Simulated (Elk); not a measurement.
Worked example: self-consistent single point of ZrN (Fm-3m, 2 atoms in the cell) in Elk.

Method of the run: PBEsol, all-electron FP-LAPW, Elk's shipped species files, APW+lo basis with extra local orbitals run with Elk.

```
CELL_PARAMETERS angstrom
      0.00000     2.33992     2.33992
      2.33992     0.00000     2.33992
      2.33992     2.33992     0.00000
ATOMIC_POSITIONS crystal
  Zr 0.50000 0.50000 0.50000
  N  0.00000 0.00000 0.00000
```

Reference input (self-consistent single point, DFT, PBE, all-electron FP-LAPW, Elk's shipped species files, APW+lo basis with extra local orbitals): xctype = 20; rgkmax = 8; stype = 3; swidth = 0.00183747 Ha; ngridk = 8 8 8; tforce = true; gmaxvr = 18 1/bohr; lmaxapw = 10; lmaxo = 8; nxlo = 2; lorbcnd = true; lradstp = 2. This run's input differs from it in these lines:

```diff
@@ -4,3 +4,3 @@
 xctype
-  20
+  22
```

Output (repeated stretches shortened):

```
│ Self-consistent loop started │
│ Loop number : 1 │
 total energy                :     -3653.38922470
│ Loop number : 2 │
 total energy                :     -3653.48896457
RMS change in Kohn-Sham potential (target) :    1.159231862     (  0.1000000000E-05)
Absolute change in total energy (target)   :   0.9973987058E-01 (  0.1000000000E-03)
│ Loop number : 3 │
 total energy                :     -3653.39379427
RMS change in Kohn-Sham potential (target) :    1.142394979     (  0.1000000000E-05)
Absolute change in total energy (target)   :   0.7023533746E-01 (  0.1000000000E-03)
│ Loop number : 4 │
   [... lines left out ...]
Absolute change in total energy (target)   :   0.2843026023E-03 (  0.1000000000E-03)
│ Loop number : 15 │
 total energy                :     -3651.89590748
RMS change in Kohn-Sham potential (target) :   0.1007144274E-05 (  0.1000000000E-05)
Absolute change in total energy (target)   :   0.1444858867E-03 (  0.1000000000E-03)
│ Loop number : 16 │
 total energy                :     -3651.89587732
RMS change in Kohn-Sham potential (target) :   0.1778667843E-06 (  0.1000000000E-05)
Absolute change in total energy (target)   :   0.6628131223E-04 (  0.1000000000E-03)
Convergence targets achieved

│ Loop number : 17 │

Energies :
 Fermi                       :     0.473476031992
 total energy                :     -3651.89588100

Density of states at Fermi energy :    35.05912572
 (states/Hartree/unit cell)

Estimated indirect band gap :   0.2704420260E-02
 from k-point      2 to k-point      8
Estimated direct band gap   :   0.2729144421E-02
 at k-point      2

Charges :
 core                        :    30.00000000
 valence                     :    17.00000000
 interstitial                :    3.200074537
 muffin-tins (core leakage)
  species :    1 (Zr)
   atom    1                 :    37.61583482     (  0.8725202083E-05)
  species :    2 (N)
   atom    1                 :    6.184090647     (  0.6252932832E-06)
 total in muffin-tins        :    43.79992546
   [... lines left out ...]
   total force               :    -0.00000000    0.00000000   -0.00000000
   total magnitude           :     0.00000000
 species :    2 (N)
  atom :    1
   Hellmann-Feynman          :    -0.00000000   -0.00000000   -0.00000000
   IBS                       :     0.00000000    0.00000000    0.00000000
   total force               :     0.00000000   -0.00000000    0.00000000
   total magnitude           :     0.00000000
```

The run converged in 17 iterations. The count includes the last loop, which Elk runs after its targets are met. 

The starting cell comes from a database of computed structures (which also holds hypothetical and non-ambient phases and stackings), without a prior relaxation at this level. Its lattice was rescaled by a random factor within 2.5 % of one. Values depend on the basis (sphere radii, cutoffs, local orbitals), which need not be converged. The log's line on a gap gives a spacing of levels on this mesh, which the program prints for metals too.
